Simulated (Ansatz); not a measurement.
## Si interstitial (alpha quartz host)

All values below come from PBE, PAW (plane waves to 420 eV; Ansatz, a quantum-chemistry and plane-wave program). A supercell of 243 sites (3×3×3 repeats of a cell of 9 atoms) was used; the energies come from a Γ-point sampling of its zone. Site at the start: void with 6O2Si nearest. Energies of charged states are corrected for periodic images (point charge plus alignment at distant sites). Dielectric constants: PBE linear response of the host. Host gap at this level: 5.68 eV. A cell of this size leaves errors of a few tenths of an eV. PBE underestimates the host's gap, which shifts levels and can delocalise carriers. Spin–orbit coupling is left out. Each state is the lowest found from its start.

Formation energies E_f are given with the Fermi level at the valence-band maximum. Chemical conditions: O-rich (Δμ(Si) = -8.33 eV; only phases computed here count, gases as isolated molecules at 0 K); Si-rich (Δμ(Si) = 0.00 eV; only phases computed here count, gases as isolated molecules at 0 K). Reference phases: Si: silicon.

The name describes the start; the neighbours show where the atoms ended.

Charges with a result: +4, +3, +2. Others weren't obtained, and one of them could lie lower, also by skipping a charge.

```json
[
 {"charge": "+4†", "moment (μB)": "not spin-polarised", "largest move off a lattice site (Å)": "0.72", "neighbours of the last Si atom of the defect at the end (Å)": "O 1.82, O 1.82, O 1.85, O 1.85, O 1.97, O 1.97", "image correction with alignment (eV)": "4.73", "E_f, O-rich (eV)": "–", "E_f, Si-rich (eV)": "–"},
 {"charge": "+3†", "moment (μB)": "1.0", "largest move off a lattice site (Å)": "0.45", "neighbours of the last Si atom of the defect at the end (Å)": "O 1.71, O 1.76, O 1.80, O 2.49, Si 2.53, Si 2.71", "image correction with alignment (eV)": "2.71", "E_f, O-rich (eV)": "–", "E_f, Si-rich (eV)": "–"},
 {"charge": "+2", "moment (μB)": "not spin-polarised", "largest move off a lattice site (Å)": "0.71", "neighbours of the last Si atom of the defect at the end (Å)": "O 2.04, O 2.06, O 2.07, O 2.11", "image correction with alignment (eV)": "1.25", "E_f, O-rich (eV)": "7.97", "E_f, Si-rich (eV)": "-0.36"}
]
```

† Not settled in this cell, so no level is given: charge +4: level within 0.1 eV of a band edge or past it, an image correction of 4.7 eV; charge +3: level within 0.1 eV of a band edge or past it, an image correction of 2.7 eV.

Not the lowest form: the same atoms on another site or from another start ended lower, by 1.16 eV at charge +4; by 0.57 eV at charge +3.

Flagged in the runs: a host whose relaxation on this sampling wasn't shown to rest, a strain field that reaches the edge of the cell, zone-centre sampling.
